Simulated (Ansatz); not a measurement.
```
Re
1.0
    2.74906     0.00000     0.00000
   -1.37453     2.38075     0.00000
    0.00000     0.00000     4.44852
Re
2
Direct
  0.33333   0.66667   0.25000
  0.66667   0.33333   0.75000
```

Re (P6_3/mmc), PBEsol, DFPT electron-phonon coupling, linearised Boltzmann equation (plane waves, PAW, scalar-relativistic; Ansatz, a program for electronic structure): the phonon-limited resistivity at 300 K is 14.0 μΩ·cm (x, the basal plane), 14.0 μΩ·cm (y, the basal plane), 9.88 μΩ·cm (z, c). Third figures are kept for the arithmetic.

Q: How anisotropic is it, and between which bounds lies a dense polycrystal with random grains and no boundary scattering?

A: Largest over smallest: 1.42. Upper bound, grains in series: (14.0 + 14.0 + 9.88)/3 = 12.6 μΩ·cm. Lower bound, grains side by side: 3/Σ(1/ρ) = 12.3 μΩ·cm. The best single-crystal direction lies 20 % under the lower bound.

A metal at this level (no band gap). Only scattering by harmonic phonons is included (no impurities, grain boundaries, electron-electron scattering or thermal expansion). Spin-orbit coupling is left out, which matters with elements this heavy. Halving the electron mesh (36x36x20) moves the resistivity by up to 4 % at 300 K, the mean free path by up to 5 %. Smearing 0.20 eV; phonons on a 6x6x3 q mesh, which this run doesn't test.
